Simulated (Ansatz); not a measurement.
The reference is SiO$_{2}$ in the rutile structure (space group P4_2/mnm, No. 136; a = 4.155 Å, c = 2.661 Å).

Computed with Kohn–Sham DFT with the LDA functional, run in Ansatz (a quantum-chemistry and plane-wave program) with PAW and 420 eV plane waves, no spin-orbit coupling.

Strains are applied to the cell and any free atomic positions relax.

One change was made to it. Results:

The mean gap deformation potential ΔEg/Δln V is -16.4 eV; the gap character stays direct at Γ; the valence-band top at Γ (three highest levels, from the VBM) becomes 0.00, -0.85, -0.85 eV (base: 0.00, -0.91, -0.91 eV); the pressure (mean of the normal stresses, compression positive) falls by 15.15 GPa, from -0.01 GPa to -15.16 GPa.

Task: Which change produced these results?
A. isotropic strain +1.80 %
B. isotropic strain +2.40 %
C. isotropic strain +1.20 %
D. isotropic strain +3.00 %
E. isotropic strain +0.60 %

Result: A, isotropic strain +1.80 %. For comparison, the valence-band top at Γ in the other runs: isotropic strain +0.60 % gives 0.00, -0.89, -0.89 eV; isotropic strain +2.40 % gives 0.00, -0.83, -0.83 eV; isotropic strain +3.00 % gives 0.00, -0.81, -0.81 eV; isotropic strain +1.20 % gives 0.00, -0.87, -0.87 eV.

Whether these cells are dynamically stable was not tested.
